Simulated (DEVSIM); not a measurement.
Structure: Si p-n junction from an implanted or diffused profile, at 300 K.

Layer 1 from the left is Si, thickness (μm) 4.70, Nd (cm⁻³) 6.6e15, τn (s) 0.00094, τp (s) 0.00094.

Added acceptor profile: 3.3e18 cm⁻³ × exp(−(x − 0.022 μm)²/(2·(0.19 μm)²)). Left contact: ohmic. Right contact: ohmic. Voltage is applied to the left contact. Recombination: SRH at mid-gap. Mobility is μmin + (μ − μmin)/(1 + (N/Nref)^α).

Constants are typed, rounded textbook-type inputs, not results; the design itself was drawn at random and stands for no fabricated device. Values at 300 K.

Si: gap (eV) 1.124, affinity (eV) 4.05, permittivity 11.7, Nc (cm⁻³) 2.86e19, Nv (cm⁻³) 3.1e19, μn (cm²/Vs) 1417, μp (cm²/Vs) 470, μn,min 52, μp,min 45, Nref,n 9.7e16, Nref,p 2.2e17, αn 0.68, αp 0.72.

Model (solved in DEVSIM): 1D drift-diffusion, Boltzmann statistics, complete ionisation; no tunnelling, impact ionisation, image-force lowering or self-heating.

### Question
What does the simulation give for the potential step across the device at zero bias, the dark forward voltage at 1 A/cm², the dark forward voltage at 100 A/cm²?

### Answer
potential step across the device at zero bias 0.849 V; dark forward voltage at 1 A/cm² 0.601 V; dark forward voltage at 100 A/cm² 0.741 V.
